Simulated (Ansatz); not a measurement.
Consider Zr in the hcp (Mg type) structure (space group P6_3/mmc, No. 194; relaxed with 0.1 eV smearing).

```xyz
2
Lattice="3.2304 0.0000 0.0000 -1.6152 2.7976 0.0000 0.0000 0.0000 5.1788" Properties=species:S:1:pos:R:3 pbc="T T T"
Zr     0.0000     1.8651     3.8841
Zr     1.6152     0.9325     1.2947
```

Cartesian axes are those of the cell as printed.

Level of theory: PBE, PAW, 420 eV (Ansatz, an electronic-structure program; no spin-orbit coupling).

For the base:

- Pressure = 0.0 GPa

One thing is altered: uniaxial strain ε_zz = +1.29 %, all other strain components held at zero; the atoms relax in the strained cell.

Q: Predict the new energy relative to the base.

A: The energy increases by 1.9 meV/atom.

Q: Estimate the effect on the pressure.

A: The pressure (mean of the normal stresses, compression positive) goes from zero to -1.2 GPa.

Stability against distortions was not tested. The final runs are not spin-polarised.
